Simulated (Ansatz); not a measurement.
An Ansatz (an electronic-structure program) input (DFT with PBEsol, PAW potentials and a 420 eV plane-wave cutoff in Ansatz, scalar-relativistic without spin-orbit coupling):

Ansatz 0.2 input:
```yaml
crystal:
  lattice:
    - [-2.0610349529, 2.0610349529, 10.4051460576]
    - [2.0610349529, -2.0610349529, 10.4051460576]
    - [2.0610349529, 2.0610349529, -10.4051460576]
  atoms:
    - { symbol: Sr, position: [0.5, 0.5, 0] }
    - { symbol: Sr, position: [0.6860875555, 0.6860875555, 0] }
    - { symbol: Sr, position: [0.3139124445, 0.3139124445, 0] }
    - { symbol: Zr, position: [0.8996373469, 0.8996373469, 0] }
    - { symbol: Zr, position: [0.1003626531, 0.1003626531, 0] }
    - { symbol: O, position: [0.4016402296, 0.9016402296, 0.5] }
    - { symbol: O, position: [0.5983597704, 0.0983597704, 0.5] }
    - { symbol: O, position: [0.9016402296, 0.4016402296, 0.5] }
    - { symbol: O, position: [0.0983597704, 0.5983597704, 0.5] }
    - { symbol: O, position: [0.8001505111, 0.8001505111, 0] }
    - { symbol: O, position: [0.1998494889, 0.1998494889, 0] }
    - { symbol: O, position: [0, 0, 0] }
basis: { ecutwfc: 420, ecutrho_ratio: 4, xc_grid: 2, fft_grid_basis: typed }
kpoints: { mp_grid: { grid: [9, 9, 9] } }
hamiltonian:
  xc: pbesol
  dispersion: none
  pseudopotentials: { kind: paw }
scf: { occupations: { method: fermi_dirac, width: 0.05 }, convergence: { dr2_threshold: 0.0000000012 } }
output: { forces: true, stress: true }
```

Q: Which symmetry and how many k-points will the program report, and about how many plane waves at Γ?

A: Space group I4/mmm (ITA 139) with 16 operations, k-points 75 of 729, and 3439 plane waves at Γ.

Whether these cells are dynamically stable was not tested. The cell is Sr3Zr2O7 (space group I4/mmm, No. 139; a cell from a computed database, its experimental status unchecked).
